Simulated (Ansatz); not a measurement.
**Electron-phonon data for Al (Fm-3m)**

Here is the system:

```yaml
crystal:
  lattice:
    - [0.00000, 2.01843, 2.01843]
    - [2.01843, 0.00000, 2.01843]
    - [2.01843, 2.01843, 0.00000]
  atoms:
    - { symbol: Al, position: [0.00000, 0.00000, 0.00000] }
```

The numbers are results of PBE, DFPT electron-phonon coupling, linearised Boltzmann equation (plane waves, PAW, scalar-relativistic; Ansatz, a first-principles code), not measurements. Condition of this run: functional PBE. Geometry: relaxed with this functional, without spin-orbit coupling.

* **resistivity at 300 K**: 2.5 μΩ·cm
* **resistivity at 77 K**: 0.21 μΩ·cm
* **electron mean free path at 300 K (weighted by the current that each state carries)**: 22 nm
* **resistivity times mean free path for one path shared by all states (from the Fermi surface's area)**: 5.1 ×10⁻¹⁶ Ω·m²
* **electron-phonon coupling λ**: 0.42
* **transport coupling λ_tr**: 0.35
* **logarithmic mean phonon energy**: 24 meV
* **density of states at the Fermi level**: 0.20 states/(eV·spin·cell)
* **Drude plasma energy**: 12.4 eV
* **Hall coefficient at 300 K**: -3.1 ×10⁻¹¹ m³/C
* **Tc for μ* = 0.10 (anisotropic Eliashberg)**: 1.55 K
* **Tc for μ* = 0.13 (anisotropic Eliashberg)**: below 1 K

A metal at this level (no band gap). Only scattering by harmonic phonons is included (no impurities, grain boundaries, electron-electron scattering or thermal expansion). Spin-orbit coupling is left out. The run warned that the eigensolver left some states short of its tolerance. Halving the electron mesh (36x36x36) moves the resistivity by up to 1 % at 300 K, the mean free path by up to 2 %, the coupling by up to 1 %. Smearing 0.20 eV; phonons on a 6x6x6 q mesh, which this run doesn't test and which matters most at low temperature. Tc comes from the anisotropic Migdal-Eliashberg equations with μ*, a chosen number, referred to 28 meV.
